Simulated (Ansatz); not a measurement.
**CdTe, response to strain**

Consider CdTe in the zinc blende structure (space group F-43m, No. 216; a = 6.4086 Å). Axes: x, y, z lie along the cube axes.

Strains are applied to the cell and any free atomic positions relax; under biaxial strain the out-of-plane vector relaxes too.

The values are results of plane-wave PAW DFT at the LDA level (Ansatz, a quantum-chemistry and plane-wave program, 420 eV), no spin-orbit coupling, not measurements.

```tsv
variant	electron mass	ratio −ε⊥/ε∥
base	0.050 mₑ (at Γ)	–
biaxial strain −2.50 %, plane normal [001], relaxed out of plane	0.059 mₑ out of plane, 0.049 mₑ in plane (at Γ)	1.35
biaxial strain −1.50 %, plane normal [001], relaxed out of plane	0.056 mₑ out of plane, 0.050 mₑ in plane (at Γ)	1.36
biaxial strain −1.00 %, plane normal [001], relaxed out of plane	0.054 mₑ out of plane, 0.050 mₑ in plane (at Γ)	1.36
biaxial strain −0.50 %, plane normal [001], relaxed out of plane	–	–
biaxial strain +0.50 %, plane normal [001], relaxed out of plane	–	–
biaxial strain +1.00 %, plane normal [001], relaxed out of plane	0.047 mₑ out of plane, 0.051 mₑ in plane (at Γ)	1.38
biaxial strain +2.00 %, plane normal [001], relaxed out of plane	___	1.40
biaxial strain +2.50 %, plane normal [001], relaxed out of plane	0.041 mₑ out of plane, 0.050 mₑ in plane (at Γ)	1.40
biaxial strain +3.00 %, plane normal [001], relaxed out of plane	0.038 mₑ out of plane, 0.050 mₑ in plane (at Γ)	___
```

Problem. Some entries are withheld; estimate them.

Solution. 
- biaxial strain +2.00 %, plane normal [001], relaxed out of plane, electron mass: 0.043 mₑ out of plane, 0.050 mₑ in plane (at Γ)
- biaxial strain +3.00 %, plane normal [001], relaxed out of plane, ratio −ε⊥/ε∥: 1.41

With Te present, leaving out spin-orbit coupling can change the band edges. The levels and masses belong to the bands next to the band gap. Masses are band curvatures over ±0.01 Å⁻¹ around the edge. Stability against distortions was not tested.
